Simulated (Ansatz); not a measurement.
```
MgScNS
1.0
    3.62727     0.00000     0.00000
   -1.81364     3.14131     0.00000
    0.00000     0.00000     6.10857
Sc Mg S N
1 1 1 1
Direct
  0.33333   0.66667   0.54419
  0.66667   0.33333   0.95419
  0.33333   0.66667   0.13300
  0.66667   0.33333   0.61861
```

Relaxed-ion tensors in this frame from DFT at the PBEsol level (Ansatz, a program for electronic structure). Proper piezoelectric stress tensor e (C/m²):

```
 0.00   0.00   0.00   0.00   0.12   0.49
 0.49  -0.49   0.00   0.12   0.00   0.00
 0.45   0.45  -0.91   0.00   0.00   0.00
```

Stiffness C (GPa):

```
 146  81.7  66.7  -1.7   0.0   0.0
81.7   146  66.7   1.7   0.0   0.0
66.7  66.7   148   0.0   0.0   0.0
-1.7   1.7   0.0  19.5   0.0   0.0
 0.0   0.0   0.0   0.0  19.5  -1.7
 0.0   0.0   0.0   0.0  -1.7  31.9
```

The cell was generated from a structure type, relaxed within its symmetry, and need not be the phase found at ambient conditions.

**Question.** Obtain the piezoelectric strain tensor d.

**Answer.** d = e S with S = C⁻¹, in pC/N:

```
  0.0    0.0    0.0    0.0    7.5   15.8
  7.8   -7.8    0.0    7.5    0.0    0.0
  5.1    5.1  -10.8    0.0    0.0    0.0
```
Away from Γ the polar cell without biaxial strain shows no imaginary mode on a 2×2×2 mesh.

The PAW data sets were generated under PBE and serve the other functionals too.
